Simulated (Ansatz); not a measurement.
Consider Si-vacancy pair (Si on one host B site, one B site vacant) in zinc-blende BN, charge state -2. The step: a nearby B atom hops onto the vacant site (Si-vacancy distance between ideal sites 2.56 Å throughout); the atom moves 2.57 Å along (0.50, 0.50, 0.00) of the unit cell; the moving atom starts with neighbours N at 1.48, N at 1.55, 2 N at 1.59 Å and ends with N at 1.48, N at 1.55, 2 N at 1.59 Å. A PBE band in Ansatz (plane-wave PAW, a 2×2×2 k-point mesh shifted by half a step, 64 host sites, 82 SCF runs with any check of the saddle's order, static, no finite-size correction) gives a forward barrier of 3.69 eV. The program found a first-order saddle point. The charge state is imposed; whether it is stable for some Fermi level was not computed. Forms of the defect that were not tried may lie lower.

Single points at the band's start and saddle point can refine it. Rough cost of one point, in units of the band's mean SCF on the same machine:

| Level | Cost of one point |
|---|---|
| PBE, a 3×3×3 k-point mesh shifted by half a step | about 4 |
| r2SCAN at 500 eV, a 2×2×2 k-point mesh shifted by half a step | about 3 |

Task: Which of these move the barrier by more than 0.1 eV, and how far does each move it?

Result: PBE, a 3×3×3 k-point mesh shifted by half a step: 0.00 eV; r2SCAN at 500 eV, a 2×2×2 k-point mesh shifted by half a step: +0.18 eV. Each functional is compared with PBE at the same k-points.

Ansatz is an electronic-structure program.
